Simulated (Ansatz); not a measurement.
## Hypothetical rock salt ZrSi: pressure series

The parent structure is ZrSi in the rock salt structure (space group Fm-3m, No. 225; a hypothetical phase, not in the database extracts checked).

```cif
data_Si4Zr4
_chemical_formula_sum 'Si4 Zr4'
_space_group_name_H-M_alt 'Fm-3m'
_space_group_IT_number 225
_space_group_name_Hall '-F 4 2 3'
_cell_length_a 5.34178
_cell_length_b 5.34178
_cell_length_c 5.34178
_cell_angle_alpha 90.000
_cell_angle_beta 90.000
_cell_angle_gamma 90.000
loop_
_atom_site_label
_atom_site_type_symbol
_atom_site_symmetry_multiplicity
_atom_site_Wyckoff_symbol
_atom_site_fract_x
_atom_site_fract_y
_atom_site_fract_z
_atom_site_occupancy
Si1 Si 4 a 0.00000 0.00000 0.00000 1
Zr1 Zr 4 b 0.50000 0.50000 0.50000 1
```
(The calculation used a cell of 2 atoms; values per cell refer to that cell.)

Cell and atoms are relaxed at each pressure.

Calculations: Kohn–Sham DFT with the PBEsol functional, run in Ansatz (an electronic-structure program) with PAW and 420 eV plane waves, no spin-orbit coupling, earlier PAW set.

Notes on the quantities. enthalpy: H = E + PV relative to the base's energy.

| change | shortest interatomic distance | enthalpy |
|---|---|---|
| base | 2.671 Å | – |
| pressure −2 GPa | 2.686 Å | -0.24 eV/atom |
| pressure −1 GPa | 2.678 Å | -0.12 eV/atom |
| pressure 3 GPa | (withheld) | +0.35 eV/atom |
| pressure 7 GPa | 2.625 Å | +0.81 eV/atom |
| pressure 15 GPa | (withheld) | +1.69 eV/atom |
| pressure 30 GPa | (withheld) | +3.24 eV/atom |
| pressure 50 GPa | 2.452 Å | +5.15 eV/atom |
| pressure 75 GPa | (withheld) | +7.36 eV/atom |
| pressure 100 GPa | 2.341 Å | +9.43 eV/atom |

Q: Some entries are withheld; estimate them.

A: 
- pressure 3 GPa, shortest interatomic distance: 2.650 Å
- pressure 15 GPa, shortest interatomic distance: 2.582 Å
- pressure 30 GPa, shortest interatomic distance: 2.517 Å
- pressure 75 GPa, shortest interatomic distance: 2.390 Å

Load acts through the strain it causes; cell and atoms are relaxed under it. Stability against distortions was not tested. Competing high-pressure phases were not computed. The final runs are not spin-polarised.
